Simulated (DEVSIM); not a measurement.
Structure: abrupt Si p-n junction, at 400 K.

Layer 1 from the left is Si, thickness (μm) 1.80, Na (cm⁻³) 1.4e17, τn (s) 4.2e-5, τp (s) 4.2e-5. Layer 2 from the left is Si, thickness (μm) 28.0, Nd (cm⁻³) 8.4e17, τn (s) 4.2e-5, τp (s) 4.2e-5.

Left contact: ohmic. Right contact: ohmic. Voltage is applied to the left contact. Recombination: SRH at mid-gap. Mobility is constant in doping.

This is a model device: material constants are rounded textbook-type values typed into the input, and sizes, dopings and lifetimes were drawn at random. Values at 300 K; Nc and Nv go as T^1.5, mobilities as T to minus their exponent, the gap by Varshni's rule with the affinity fixed.

Si: gap (eV) 1.124, affinity (eV) 4.05, permittivity 11.7, Nc (cm⁻³) 2.86e19, Nv (cm⁻³) 3.1e19, μn (cm²/Vs) 1417, μp (cm²/Vs) 470, T exponent of μn 2.3, T exponent of μp 2.2, Varshni α (eV/K) 0.000473, Varshni β (K) 636.

Model (solved in DEVSIM): 1D drift-diffusion, Boltzmann statistics, complete ionisation; no tunnelling, impact ionisation, image-force lowering or self-heating.

Dark forward current:

| |V| (V) | |J| (A/cm²) |
|---|---|
| 0.05 | 1.763e-5 |
| 0.10 | 9.265e-5 |
| 0.15 | 0.0004120 |
| 0.20 | 0.001772 |
| 0.25 | 0.007560 |
| 0.30 | 0.03220 |
| 0.35 | 0.1371 |
| 0.40 | 0.5830 |
| 0.45 | 2.476 |
| 0.50 | 10.45 |
| 0.55 | 43.03 |
| 0.60 | 162.7 |
| 0.65 | 500.2 |
| 0.70 | 1154 |
| 0.75 | 2097 |

Task: Work out the local ideality factor n = ΔV / (kT/q · ln(J2/J1)) between the rows 0.15 and 0.20 V, 0.70 and 0.75 V.

Result: kT/q = 34.47 mV. From 0.15 to 0.20 V: ln(0.001772/0.0004120) = 1.459, n = 0.99, near the 1 of diffusion or emission over a barrier. From 0.70 to 0.75 V: ln(2097/1154) = 0.597, n = 2.43.

Task: Estimate the current at 0.35 V from the Shockley equation with J0 = Σ q ni² D/(N L) coth(W/L), τ joining the SRH, radiative and Auger lifetimes that are on, and W taken as the whole layer.

Result: ni² = 3.22e25 cm⁻⁶; electrons in the p layer: μ = 731 cm²/Vs, D = 25.2 cm²/s, τ = 4.20e-5 s, L = 325 μm, W/L = 0.0055, term 5.17e-6 A/cm²; holes in the n layer: μ = 250 cm²/Vs, D = 8.60 cm²/s, τ = 4.20e-5 s, L = 190 μm, W/L = 0.15, term 1.90e-8 A/cm². J0 = 5.19e-6 A/cm², and J = J0 exp(qV/kT) = 0.133 A/cm². The simulation gives 0.137 A/cm²; the estimate lies 2.9 % below. The estimate leaves out recombination in the depletion region and that region's share of W.
